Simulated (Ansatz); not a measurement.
composition Si15Sb, cell Si60Sb4, first heated far above this temperature, then brought to it [in the run: it was liquid; mean temperature 2352 K (target 2340 K); density 2.66 g/cm³; one k-point, which a denser mesh shifts by 0.0 GPa in pressure and 0.08 eV/Å in forces]. The solute's share, one atom in sixteen, is far above doping levels in devices. Bonds are counted up to Sb-Sb 3.74 Å, Sb-Si 3.78 Å, Si-Si 3.34 Å.

### Question
What distribution of Si-Sb-Si angles does PBE (Ansatz, a quantum-chemistry and plane-wave program) give?

### Answer
mean 96°, standard deviation 35°.
```
angle (°) | p (1/°)
      1.5 |  0.0000
      4.5 |  0.0000
      7.5 |  0.0000
     10.5 |  0.0000
     13.5 |  0.0000
     16.5 |  0.0000
     19.5 |  0.0000
     22.5 |  0.0000
     25.5 |  0.0000
     28.5 |  0.0000
     31.5 |  0.0001
     34.5 | ## 0.0007
     37.5 | ########### 0.0041
     40.5 | ####################### 0.0082
     43.5 | ############################## 0.0107
     46.5 | ############################# 0.0103
     49.5 | ########################## 0.0092
     52.5 | ####################### 0.0083
     55.5 | ###################### 0.0078
     58.5 | #################### 0.0071
     61.5 | ##################### 0.0076
     64.5 | ####################### 0.0081
     67.5 | ###################### 0.0079
     70.5 | ###################### 0.0079
     73.5 | ######################### 0.0089
     76.5 | ######################### 0.0090
     79.5 | ########################## 0.0094
     82.5 | ########################## 0.0094
     85.5 | ########################### 0.0095
     88.5 | ############################ 0.0100
     91.5 | ########################### 0.0096
     94.5 | ######################### 0.0089
     97.5 | ########################## 0.0094
    100.5 | ######################### 0.0089
    103.5 | ########################### 0.0096
    106.5 | ########################## 0.0093
    109.5 | ####################### 0.0081
    112.5 | ####################### 0.0083
    115.5 | ###################### 0.0078
    118.5 | ######################## 0.0086
    121.5 | ##################### 0.0075
    124.5 | ####################### 0.0083
    127.5 | ###################### 0.0078
    130.5 | #################### 0.0071
    133.5 | #################### 0.0072
    136.5 | #################### 0.0069
    139.5 | ################ 0.0057
    142.5 | ################ 0.0058
    145.5 | ############### 0.0055
    148.5 | ############# 0.0047
    151.5 | ############## 0.0050
    154.5 | ########### 0.0040
    157.5 | ######### 0.0033
    160.5 | ######### 0.0032
    163.5 | ######## 0.0028
    166.5 | ###### 0.0023
    169.5 | ##### 0.0016
    172.5 | ### 0.0011
    175.5 | ## 0.0006
    178.5 | # 0.0003
```
